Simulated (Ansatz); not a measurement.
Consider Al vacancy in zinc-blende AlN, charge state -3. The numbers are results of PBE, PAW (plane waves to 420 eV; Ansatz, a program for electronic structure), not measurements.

64-site cell at the relaxed PBE lattice, the Γ point alone, smearing 0.01 eV, spin-restricted, no finite-size correction. No zero-point or tunnelling terms. The host's phase is taken as given; its stability against other phases was not computed. The charge state is imposed; whether it is stable for some Fermi level was not computed. Forms of the defect that were not tried may lie lower.

Barriers: single points on a 2×2×2 k-point mesh shifted by half a step at the bands' geometries.

Relaxed starting cell (atoms counted from 1):

```
CELL_PARAMETERS angstrom
      8.80621     0.00000     0.00000
      0.00000     8.80621     0.00000
      0.00000     0.00000     8.80621
ATOMIC_POSITIONS crystal
  Al 0.00012 0.99980 0.50092
  Al 0.00013 0.49984 0.00093
  Al 0.00010 0.49975 0.50095
  Al 0.50018 0.99980 0.00093
  Al 0.50008 0.99978 0.50093
  Al 0.50008 0.49978 0.00094
  Al 0.50009 0.49979 0.50094
  N  0.12571 0.12544 0.37655
  N  0.13893 0.13852 0.86221
  N  0.12496 0.62250 0.37821
  N  0.12572 0.62421 0.87530
  N  0.62285 0.12463 0.37820
  N  0.62439 0.12552 0.87529
  N  0.62486 0.62455 0.37622
  N  0.62292 0.62251 0.87607
  Al 0.99705 0.24691 0.24800
  Al 0.00321 0.24685 0.75389
  Al 0.00312 0.75270 0.24805
  Al 0.99704 0.75270 0.75384
  Al 0.50109 0.24936 0.25055
  Al 0.49909 0.24938 0.75132
  Al 0.49921 0.75022 0.25052
  Al 0.50109 0.75018 0.75136
  N  0.12574 0.37545 0.12656
  N  0.12498 0.37698 0.62378
  N  0.13889 0.86092 0.13982
  N  0.12576 0.87413 0.62524
  N  0.62287 0.37702 0.12581
  N  0.62484 0.37502 0.62568
  N  0.62445 0.87412 0.12654
  N  0.62283 0.87495 0.62374
  Al 0.24722 0.99675 0.24797
  Al 0.24720 0.00279 0.75384
  Al 0.24971 0.50076 0.25054
  Al 0.24968 0.49891 0.75132
  Al 0.75304 0.00279 0.24805
  Al 0.75300 0.99682 0.75382
  Al 0.75050 0.49887 0.25054
  Al 0.75050 0.50065 0.75135
  N  0.37578 0.12540 0.12658
  N  0.37726 0.12463 0.62371
  N  0.37731 0.62260 0.12581
  N  0.37536 0.62455 0.62568
  N  0.86120 0.13865 0.13983
  N  0.87451 0.12550 0.62525
  N  0.87441 0.62412 0.12654
  N  0.87525 0.62252 0.62379
  Al 0.24721 0.24690 0.99789
  Al 0.24967 0.24938 0.50185
  Al 0.24724 0.75276 0.00401
  Al 0.24971 0.75021 0.49994
  Al 0.75302 0.24693 0.00399
  Al 0.75051 0.24936 0.49996
  Al 0.75304 0.75267 0.99785
  Al 0.75050 0.75019 0.50197
  N  0.37535 0.37504 0.37617
  N  0.37724 0.37703 0.87607
  N  0.37731 0.87493 0.37809
  N  0.37580 0.87410 0.87536
  N  0.87524 0.37702 0.37811
  N  0.87452 0.37540 0.87534
  N  0.87441 0.87410 0.37672
  N  0.86120 0.86097 0.86202
```
Cell charge -3.

End state 1 differs by these moves (Å; atoms that move under 0.08 Å are left out):

```
atom  element     Δx     Δy     Δz
----  -------  -----  -----  -----
9           N  -0.12  -0.10   0.10
10          N   0.12  -0.10   0.11
18         Al   0.00   2.15  -2.15
26          N   0.00   0.24  -0.24
44          N   0.12  -0.12  -0.13
46          N  -0.11  -0.12  -0.12
62          N  -0.12   0.13   0.12
63          N   0.12   0.12   0.12
```

Question: Estimate the forward and backward barriers to end state 1 that PBE, PAW returns for this input.

Answer: forward 2.10 eV, backward 2.10 eV; at the saddle point atom 18 has neighbours N at 1.76, 4 N at 2.24 Å. The saddle point's order was not checked, and it lies on a symmetry element of the cell, where a band can be held.
